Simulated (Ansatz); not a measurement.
Seebeck coefficient (μV/K, mean over directions) of n-type GaAs (F-43m) against carrier density, HSE06, rigid bands run with Ansatz (a program for electronic structure). Computed gap 1.40 eV; densities at which minority carriers matter at this gap, or further valleys turn the trend, are left out. Conductivity mass 0.070 mₑ (harmonic mean over directions), N_c = 4.4e17 cm⁻³ at 300 K.

| electron density | 300 K | 500 K |
|---|---|---|
| 1e16 cm⁻³ | (withheld) | -610 |
| 1e17 cm⁻³ | -340 | -413 |
| 1e18 cm⁻³ | -159 | -224 |
| 3e18 cm⁻³ | -93 | -148 |
| 1e19 cm⁻³ | -50 | (withheld) |

Question: Fill in the missing entries.

Answer: 
- 1e16 cm⁻³, 300 K: -537
- 1e19 cm⁻³, 500 K: -102

Rigid bands with a gap fixed in temperature, one relaxation time for all states, no polarons or phonon drag, and whether or not such doping can be reached. Spin-orbit coupling is left out. Geometry: cell and atoms relaxed with PBEsol.
